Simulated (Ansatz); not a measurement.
For NbAs (model structure, started from the CoSn type, P6/mmm, No. 191, 6 atoms in the cell), PBE (plane waves, PAW; Ansatz, a program for electronic structure) gives:

- lattice constant a = 5.661 Å
- c axis length = 4.259 Å

Task: What does PBE-D3(BJ) (Ansatz, PAW) give for the same quantities?

Result: 
- lattice constant a: 5.595 Å (falls by 1.2 %)
- lattice parameter c: 4.210 Å (falls by 1.2 %)

Changes are worked out from the printed values.

Unless a cell is named, each level is at its own relaxed cell (PBE 19.70, PBE-D3(BJ) 19.02 Å³/atom).

Ansatz's density-functional and Hartree–Fock values are scalar-relativistic unless marked +SOC, with PAW data made under PBE.

A model structure was made by putting elements into a prototype or built by hand; it is no filed structure, need not be a known phase, and can be a saddle point held by its symmetry.
